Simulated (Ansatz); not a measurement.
WCo₃ (P6₃/mmc, No. 194, 8 atoms in the cell; start mp-2157), treated with PBEsol (Ansatz, an electronic-structure program, plane waves, PAW).

Settings: plane-wave cutoff 520 eV, 12×12×14 k mesh (along the axes of the cell as run), Fermi–Dirac smearing 0.05 eV, spin-polarised start, scalar-relativistic PAW data made under PBE.

Cell (relaxed at this level):

```
CELL_PARAMETERS angstrom
      5.04569     0.00000     0.00000
     -2.52284     4.36970     0.00000
      0.00000     0.00000     4.04439
ATOMIC_POSITIONS crystal
  Co 0.83828 0.67656 0.25000
  Co 0.16172 0.32344 0.75000
  Co 0.16172 0.83828 0.75000
  Co 0.83828 0.16172 0.25000
  Co 0.32344 0.16172 0.25000
  Co 0.67656 0.83828 0.75000
  W  0.33333 0.66667 0.25000
  W  0.66667 0.33333 0.75000
```

**Question.** Give the computed bulk modulus B0.

**Answer.** 
- bulk modulus B0: 307 GPa

The run finds no gap.

Note: the magnetic order was assumed, not searched for or taken from measurement; the bulk modulus is −V dP/dV from two relaxed cells at ±2 % in volume; the relaxation could not lower the start's symmetry, so the cell can be a saddle point above a distorted one.

Spin–orbit coupling is not included.

Computed values are for the static lattice.

A start named mp-… is a Materials Project structure, which need not be a measured phase.
